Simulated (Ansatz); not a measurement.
We consider BSi6As (model structure, I-42m, No. 121, 8 atoms in the cell), described by LDA in Ansatz (plane waves, PAW).

Settings: plane-wave cutoff 520 eV, 10×10×10 k mesh, Fermi–Dirac smearing 0.01 eV, scalar-relativistic PAW data made under PBE.

Cell (relaxed at this level):

```cif
data_AsBSi6
_chemical_formula_sum 'B1 Si6 As1'
_space_group_name_H-M_alt 'P 1'
_space_group_IT_number 1
_cell_length_a 6.38403
_cell_length_b 6.38403
_cell_length_c 6.38403
_cell_angle_alpha 131.762
_cell_angle_beta 131.762
_cell_angle_gamma 70.605
loop_
_space_group_symop_operation_xyz
  'x, y, z'
loop_
_atom_site_label
_atom_site_type_symbol
_atom_site_fract_x
_atom_site_fract_y
_atom_site_fract_z
_atom_site_occupancy
B1 B 0.00000 0.00000 0.00000 1
Si1 Si 0.33460 0.33460 0.43419 1
Si2 Si 0.75000 0.25000 0.50000 1
Si3 Si 0.09959 0.66540 0.00000 1
Si4 Si 0.25000 0.75000 0.50000 1
Si5 Si 0.66540 0.09959 0.00000 1
As1 As 0.50000 0.50000 0.00000 1
Si6 Si 0.90041 0.90041 0.56581 1
```

What does this level give for the bulk modulus?


* **bulk modulus**: 104 GPa

The run finds no gap.

Note: the bulk modulus is −V dP/dV from two relaxed cells at ±2 % in volume; the relaxation could raise the start's symmetry but not lower it, so the cell can be a saddle point.

The computed numbers hold no vibrational or temperature effects.

A model structure was made by putting elements into a prototype or built by hand; it is no filed structure, need not be a known phase, and can be a saddle point held by its symmetry.

Ansatz is a quantum-chemistry and plane-wave program.
